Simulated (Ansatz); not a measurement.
**BN, point defects**

Take an 8-atom supercell of BN in the zinc blende structure (space group F-43m, No. 216; a = 3.606 Å) at its relaxed geometry as the base.

One neutral defect a cell, atoms relaxed at fixed cell.

The values are results of Kohn–Sham DFT with the PBEsol functional, run in Ansatz (a quantum-chemistry and plane-wave program) with PAW and 420 eV plane waves, spin-orbit coupling left out, not measurements.

```json
[
 {"variant": "perfect supercell", "largest displacement of a host atom from its site in the perfect cell": "–", "pressure": "0.0 GPa"},
 {"variant": "N vacancy, symmetric start", "largest displacement of a host atom from its site in the perfect cell": "0.08 Å", "pressure": "-4.4 GPa"},
 {"variant": "H interstitial (started 1.56 Å from the nearest host atom)", "largest displacement of a host atom from its site in the perfect cell": "…", "pressure": "…"},
 {"variant": "B vacancy, symmetric start", "largest displacement of a host atom from its site in the perfect cell": "0.10 Å", "pressure": "3.7 GPa"}
]
```

Task: What belongs in the blanks?

Result: 
- H interstitial (started 1.56 Å from the nearest host atom), largest displacement of a host atom from its site in the perfect cell: 0.02 Å
- H interstitial (started 1.56 Å from the nearest host atom), pressure: 26.1 GPa

Other magnetic orders, which the real material may have, were not ruled out. The cell is small, so the values are those of an ordered compound at a high defect concentration; dilute-limit values will differ. The mesh was chosen for an insulator and is coarse for the gapless case. Defects with a symmetric start kept the site's symmetry and may sit on a saddle; the others started slightly shaken. Seeded moments were not kept for N vacancy.
